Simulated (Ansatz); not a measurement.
The parent structure is HfO2 in the fluorite structure (space group Fm-3m, No. 225).

```
HfO2
1.0
    0.00000     2.52945     2.52945
    2.52945     0.00000     2.52945
    2.52945     2.52945     0.00000
Hf O
1 2
Direct
  0.00000   0.00000   0.00000
  0.25000   0.25000   0.25000
  0.75000   0.75000   0.75000
```

Cartesian axes are those of the cell as printed.

Calculations: Kohn–Sham DFT with the r2SCAN functional, run in Ansatz (an electronic-structure program) with PAW and 500 eV plane waves, scalar-relativistic without spin-orbit coupling, earlier PAW set.

Base values:

| Item | Value |
|---|---|
| Band gap | 4.30 eV |
| Shortest interatomic distance | 2.191 Å |

Now apply this change: a free-standing slab of 6 layers (18 atoms, 3 a layer) is cut normal to [111], with 15 Å of vacuum and the in-plane cell held at bulk.

**Question.** What does the calculation give for the band gap, shortest interatomic distance, gap character and change of the spacing d12 from its bulk value of 0.730 Å after the change?

**Answer.** The band gap increases by 0.15 eV to 4.45 eV; the shortest interatomic distance drops by 0.058 Å to 2.133 Å; the gap character is direct at M; the change of the spacing d12 from its bulk value of 0.730 Å is +7.4 %.

Spin-orbit coupling, missing from the scalar runs, can matter with Hf. Whether these cells are dynamically stable was not tested. This is not the structure that HfO2 has at room temperature and ambient pressure. Labels are those of the standard path for the cell's own space group.
